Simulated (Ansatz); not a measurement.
# Effect of H interstitial (started 2.53 Å from the nearest host atom), symmetric start on NaI

Consider a 16-atom supercell of NaI in the rock salt structure (space group Fm-3m, No. 225; a = 6.460 Å) at its relaxed geometry.

Perturbation: a neutral H interstitial (started 2.53 Å from the nearest host atom), symmetric start, atoms relaxed at fixed cell.

All numbers come from r2SCAN/PAW in Ansatz (an electronic-structure program), scalar-relativistic without spin-orbit coupling. k-mesh 4×4×4 (Γ-centred); smearing 0.01 eV (Fermi–Dirac).

| quantity | base | changed | shift |
|---|---|---|---|
| pressure | 0.0 GPa | 0.2 GPa | +0.2 GPa |
| largest displacement of a host atom from its site in the perfect cell | – | 0.10 Å | – |

Final structure:

```xyz
17
Lattice="0.0000 6.4601 6.4601 6.4601 0.0000 6.4601 6.4601 6.4601 0.0000" Properties=species:S:1:pos:R:3 pbc="T T T"
I     -0.0474    -0.0474    -0.0775
I      3.2775     3.2775    -0.0775
I      3.2749    -0.0449     3.2466
I      6.4501     3.2401     3.2092
I     -0.0449     3.2749     3.2466
I      3.2401     6.4501     3.2092
I      3.2411     3.2411     6.4195
I      6.4491     6.4491     6.4195
Na     3.1952     3.1952     3.1637
Na     6.4950     6.4950     3.1637
Na     6.4957     3.1945     6.4632
Na     9.6629     6.4874     6.4552
Na     3.1945     6.4957     6.4632
Na     6.4874     9.6629     6.4552
Na     6.4838     6.4838     9.6334
Na     9.6666     9.6666     9.6334
H      1.6150     1.6150     1.5716
```

The magnetic state is the one reached from the starting moments; the real material's order can differ, and small cells can't hold many antiferromagnetic ones. In so small a cell the defect repeats every few ångströms: this is an ordered compound, not a dilute defect. The defect started on the symmetric site and kept its symmetry, so it may sit on a saddle. The defect cell is spin-polarised and ends with 1.0 μB.
